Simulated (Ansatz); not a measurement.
The parent structure is MoS₂ in the fluorite structure (space group Fm-3m, No. 225; a = 5.853 Å; ferromagnetic; a hypothetical phase, not in the database extracts checked).

Structures relaxed with Ansatz (a quantum-chemistry and plane-wave program), PBEsol, PAW, cutoff 420 eV, no spin-orbit coupling.

Base:

Simulated powder pattern, Co Kα, λ = 1.79026 Å (kinematic, ideal powder, no thermal factors, no anomalous dispersion; the 10 strongest lines at most, above 2 %, up to 2θ = 90°):

| 2θ (°) | I/Imax (%) | hkl |
|---|---|---|
| 30.72 | 100 | (111) |
| 35.62 | 4.9 | (200) |
| 51.26 | 98 | (220) |
| 60.96 | 43 | (311) |
| 75.44 | 15 | (400) |
| 83.62 | 18 | (331) |
| 86.31 | 2.2 | (420) |

After one change:

Simulated powder pattern, Co Kα, λ = 1.79026 Å (kinematic, ideal powder, no thermal factors, no anomalous dispersion; the 10 strongest lines at most, above 2 %, up to 2θ = 90°):

```csv
2θ (°),I/Imax (%)
30.98,100
35.93,5.0
51.72,97
61.52,42
76.17,15
84.47,18
87.20,2.2
```

**Question.** Which change produced these results?
(A) pressure −2 GPa
(B) pressure −1 GPa
(C) pressure 0.3 GPa
(D) pressure 3 GPa

**Answer.** D, pressure 3 GPa. Its volume per atom is 16.30 Å³ against 16.71 Å³, and its space group is Fm-3m (No. 225).

Other magnetic orders, which the real material may have, were not ruled out. Load acts through the strain it causes; cell and atoms are relaxed under it. No phonon test of stability was made.
